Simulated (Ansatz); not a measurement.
SiO2 (P4₁2₁2, No. 92) was calculated with PBE in Ansatz (plane waves, PAW).

Numerical settings: plane-wave cutoff 520 eV, 8×8×6 k mesh (along the axes of the cell as run), Fermi–Dirac smearing 0.01 eV, scalar-relativistic PAW data made under PBE.

Cell (measured lattice):

```cif
data_O8Si4
_chemical_formula_sum 'Si4 O8'
_space_group_name_H-M_alt 'P41212'
_space_group_IT_number 92
_space_group_name_Hall 'P 4abw 2nw'
_cell_length_a 4.95700
_cell_length_b 4.95700
_cell_length_c 6.89030
_cell_angle_alpha 90.000
_cell_angle_beta 90.000
_cell_angle_gamma 90.000
loop_
_atom_site_label
_atom_site_type_symbol
_atom_site_symmetry_multiplicity
_atom_site_Wyckoff_symbol
_atom_site_fract_x
_atom_site_fract_y
_atom_site_fract_z
_atom_site_occupancy
Si1 Si 4 a 0.30470 0.30470 0.00000 1
O1 O 8 b 0.23810 0.11090 0.18260 1
```

**Question.** Estimate the band gap that the calculation returns.

**Answer.** 
band gap: 5.77 eV (direct)

Note: cell and atoms aren't relaxed at this level (largest force component 0.49 eV/Å, pressure 6.1 GPa).

Computed values are for the static lattice.

Cost on a shared machine: very roughly 50 core-seconds.

Ansatz is an electronic-structure program.
